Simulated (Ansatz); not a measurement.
## Response to strain in HfN

Base system: HfN in the rock salt structure (space group Fm-3m, No. 225; relaxed with 0.1 eV smearing).

```
CELL_PARAMETERS angstrom
      0.00000     2.23415     2.23415
      2.23415     0.00000     2.23415
      2.23415     2.23415     0.00000
ATOMIC_POSITIONS crystal
  Hf 0.00000 0.00000 0.00000
  N  0.50000 0.50000 0.50000
```

Cartesian axes are those of the cell as printed.

Strains are applied to the cell and any free atomic positions relax.

Calculations: plane-wave PAW DFT at the LDA level (Ansatz, a program for electronic structure, 420 eV), no spin-orbit coupling.

Notes on the quantities. pressure: mean of the normal stresses, compression positive; energy relative to the base: free energy F.

```
case                            pressure  energy relative to the base  volume per atom
------------------------------  --------  ---------------------------  ---------------
base                             0.0 GPa                   0 meV/atom         11.15 Å³
uniaxial strain ε_zz = −3.00 %  10.5 GPa                 +24 meV/atom         10.82 Å³
uniaxial strain ε_zz = −1.50 %   4.9 GPa                +5.6 meV/atom         10.98 Å³
uniaxial strain ε_zz = −0.50 %   1.5 GPa                +0.6 meV/atom         11.10 Å³
uniaxial strain ε_zz = +0.50 %  -1.5 GPa                +0.6 meV/atom         11.21 Å³
uniaxial strain ε_zz = +1.00 %       [?]                          [?]         11.26 Å³
uniaxial strain ε_zz = +1.50 %  -4.2 GPa                +5.0 meV/atom         11.32 Å³
uniaxial strain ε_zz = +2.00 %  -5.5 GPa                +8.7 meV/atom         11.37 Å³
uniaxial strain ε_zz = +2.50 %  -6.7 GPa                 +13 meV/atom         11.43 Å³
uniaxial strain ε_zz = +3.00 %  -7.8 GPa                 +19 meV/atom         11.49 Å³
```

Task: Complete the table.

Result: 
- uniaxial strain ε_zz = +1.00 %, pressure: -2.9 GPa
- uniaxial strain ε_zz = +1.00 %, energy relative to the base: +2.3 meV/atom

Stability against distortions was not tested. All final runs are without spin polarisation. An odd electron count without spin: HfN.
